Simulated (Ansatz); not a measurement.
```
CELL_PARAMETERS angstrom
      5.47486     0.00000     0.00000
      0.00000     5.47486     0.00000
      0.00000     0.00000     5.47486
ATOMIC_POSITIONS crystal
  Cs 0.00000 0.00000 0.00000
  Ge 0.50000 0.50000 0.50000
  Br 0.00000 0.50000 0.50000
  Br 0.50000 0.50000 0.00000
  Br 0.50000 0.00000 0.50000
```

The cell was generated from a structure type, relaxed within its symmetry, and need not be the phase found at ambient conditions. The cell is fixed at its relaxed static size. Melting and transitions to other phases are not modelled.

Question: Is this phase dynamically stable in the harmonic approximation, and at 300, 600 K by the stochastic self-consistent harmonic approximation in a 2×2×2 supercell, DFT at the PBEsol level (Ansatz, a quantum-chemistry and plane-wave program)? Give the softest mode in each case.

Answer: Harmonic: softest mode 89i cm⁻¹ at q = (0.00, 0.00, 0.00), so unstable at the wave vectors of the supercell. 300 K: locally stable, softest second derivative of the free energy 22 cm⁻¹ (error 1) at q = (0.00, 0.50, 0.50), at 1.1 GPa in this cell. 600 K: locally stable, softest second derivative of the free energy 25 cm⁻¹ (error under 1) at q = (0.00, 0.50, 0.50), at 1.6 GPa in this cell. A stable verdict is local, and a supercell this small can stiffen soft modes, so the symmetric phase can look stable where the real crystal is distorted. The verdict is statistical, holds for these wave vectors and this fixed cell alone, and errs towards stability where frames are few. Wave vectors are fractions of the primitive cell's reciprocal vectors.
